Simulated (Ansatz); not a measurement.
Base system: Hf in the hcp (Mg type) structure (space group P6_3/mmc, No. 194; a = 3.198 Å, c = 5.047 Å).

Level of theory: r2SCAN (Ansatz, a program for electronic structure; PAW; 500 eV plane waves; spin-orbit coupling left out).

Before the change:

```
Item                   Value
-------------------  -------
Lattice parameter a  3.198 Å
```

Perturbation: a hydrostatic pressure of 10 GPa.

Question: Predict the new lattice parameter a.

Answer: The lattice parameter a drops by 0.085 Å (3.198 Å → 3.113 Å).

Load acts through the strain it causes; cell and atoms are relaxed under it. Stability against distortions was not tested. No other phases were tried under pressure. The final runs are not spin-polarised.
